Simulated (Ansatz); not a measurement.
Take HgSe in the zinc blende structure (space group F-43m, No. 216; a = 6.1328 Å) as the base. Axes: x, y, z lie along the cube axes.

Level of theory: Kohn–Sham DFT with the PBEsol functional, run in Ansatz (a first-principles code) with PAW and 420 eV plane waves, no spin-orbit coupling.

Base values:

| Quantity | Result |
|---|---|
| Pressure | 0.0 GPa |
| Shortest interatomic distance | 2.656 Å |

Perturbation: compressive biaxial strain of 0.42 % in the plane normal to [111], as in epitaxy on a mismatched substrate; the out-of-plane cell vector and the atoms relax.

Question: What happens to the pressure?

Answer: The pressure (mean of the normal stresses, compression positive) goes from zero to 0.2 GPa.

Question: What does the calculation give for the shortest interatomic distance after the change?

Answer: The shortest interatomic distance drops by 0.004 Å, from 2.656 Å to 2.652 Å.

Question: Predict the new energy relative to the base.

Answer: The energy is nearly the same.

Whether these cells are dynamically stable was not tested. All final runs are without spin polarisation.
